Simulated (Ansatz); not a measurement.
Base system: Mo in the bcc (W type) structure (space group Im-3m, No. 229; a = 3.151 Å; relaxed with 0.1 eV smearing). Axes: x, y, z lie along the cube axes.

Method: r2SCAN in Ansatz (plane waves to 500 eV, PAW, no spin-orbit coupling).

Modification: tensile biaxial strain of 1.00 % in the plane normal to [001], as in epitaxy on a mismatched substrate; the out-of-plane cell vector and the atoms relax.

Predict the new out-of-plane strain.

The out-of-plane strain is -0.64 %.

Predict the new energy relative to the base.

The energy goes up by 5.2 meV/atom.

Whether these cells are dynamically stable was not tested. The final runs are not spin-polarised.

Ansatz is a quantum-chemistry and plane-wave program.
